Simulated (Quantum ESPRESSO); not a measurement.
Troubleshooting Quantum ESPRESSO: a failed run on CsSnI3 (Pnma, 20 atoms in the cell). The aim is a self-consistent single point with DFT, PBE, plane waves, GBRV 1.5 ultrasoft (PBE) pseudopotentials.

Cell that was meant: a = 10.5977 Å, b = 4.7828 Å, c = 17.9646 Å, α = 90.00°, β = 90.00°, γ = 90.00°.

Part of the input:

```fortran
&SYSTEM
   ibrav = 0
   nat = 20
   ntyp = 4
   ecutwfc = 40
   ecutrho = 200
   occupations = 'smearing'
```

Output (repeated stretches shortened):

```
     This program is part of the open-source Quantum ESPRESSO suite
     for quantum simulation of materials; please cite

 %%%%%%%%%%%%%%%%%%%%%%%%%%%%%%%%%%%%%%%%%%%%%%%%%%%%%%%%%%%%%%%%%%%%%%%%%%%%%%
     Error in routine  card_atomic_species (5010):
     cannot read atomic specie from: ATOMIC_POSITIONS {crystal}
 %%%%%%%%%%%%%%%%%%%%%%%%%%%%%%%%%%%%%%%%%%%%%%%%%%%%%%%%%%%%%%%%%%%%%%%%%%%%%%

     stopping ...
```

Task: From the messages shown, name the fault and mend the input.

Result: The fault is a species count that does not match the list of species. The number of species decides how many lines of the species card are read. To fix it, make the count match the list. The program stopped before any SCF iteration.

An input that runs soundly differs in these lines (not the only fix; some lines may just follow from the change or write a value another way):
```diff
-   ntyp = 4
+   ntyp = 3
```

With that input, the run converged in 12 iterations: free energy E − TS -22836.4528 eV; top of the valence band (on the code's own zero) 3.42 eV; gap on the k-point mesh 2.09 eV; pressure 0.43 GPa; largest force (vector length) 0.078 eV/Å (DFT, PBE, plane waves, GBRV 1.5 ultrasoft (PBE) pseudopotentials).

On the sound input: the starting cell comes from a database of computed structures (which also holds hypothetical and non-ambient phases and stackings), without a prior relaxation at this level. Spin-orbit coupling is off.
